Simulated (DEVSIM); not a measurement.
System: Schottky contact on n-type Si, at 300 K.

Layer 1 from the left is Si, thickness (μm) 2.40, Nd (cm⁻³) 2.1e15, τn (s) 3.1e-6, τp (s) 3.1e-6. Layer 2 from the left is Si, thickness (μm) 9.10, Nd (cm⁻³) 9.4e17, τn (s) 3.1e-6, τp (s) 3.1e-6.

Left contact: Schottky, work function 4.9 eV, emission velocity 8.5e6 cm/s. Right contact: ohmic. Voltage is applied to the left contact. Recombination: SRH at mid-gap, Auger. Gap narrowing is on: ΔEg = 6.92 meV × (l + √(l² + 0.5)), l = ln(N/1.3e17 cm⁻³), shared equally by both band edges. Mobility is μmin + (μ − μmin)/(1 + (N/Nref)^α).

The device is made up for the run: typed textbook-type constants, with dimensions and the other settings drawn at random. Values at 300 K.

Si: gap (eV) 1.124, affinity (eV) 4.05, permittivity 11.7, Nc (cm⁻³) 2.86e19, Nv (cm⁻³) 3.1e19, μn (cm²/Vs) 1417, μp (cm²/Vs) 470, μn,min 52, μp,min 45, Nref,n 9.7e16, Nref,p 2.2e17, αn 0.68, αp 0.72, Cn (cm⁶/s) 2.8e-31, Cp (cm⁶/s) 9.9e-32.

DEVSIM, 1D drift-diffusion, Boltzmann statistics, complete ionisation; no tunnelling, impact ionisation, image-force lowering or self-heating. Metal contacts follow the ideal Schottky-Mott rule: no Fermi-level pinning, no interface dipoles.

Dark forward current:

```csv
|V| (V),|J| (A/cm²)
0.05,9.048e-7
0.10,7.051e-6
0.15,4.882e-5
0.20,0.0003320
0.25,0.002244
0.30,0.01507
0.35,0.1001
0.40,0.6493
0.45,3.893
0.50,18.26
0.55,55.52
0.60,119.2
0.65,224.7
0.70,428.9
0.75,831.2
0.80,1523
0.85,2511
```

Work out the local ideality factor n = ΔV / (kT/q · ln(J2/J1)) between the rows 0.15 and 0.20 V, 0.80 and 0.85 V.

kT/q = 25.85 mV. From 0.15 to 0.20 V: ln(0.0003320/4.882e-5) = 1.917, n = 1.01, near the 1 of diffusion or emission over a barrier. From 0.80 to 0.85 V: ln(2511/1523) = 0.500, n = 3.87.

Estimate the current at 0.25 V for emission alone, J0 = q v N_band exp(−φB/kT), and read the barrier back from the simulated current.

φB = 0.850 eV, N_band = 2.86e19 cm⁻³, J0 = 2.04e-7 A/cm²; J = J0 (exp(qV/kT) − 1) = 0.00324 A/cm². The simulation gives 0.00224 A/cm²; the estimate lies 44 % above. Read backwards, the simulated current gives an apparent barrier of 0.859 eV. The estimate leaves out transport through the depletion region and minority injection.
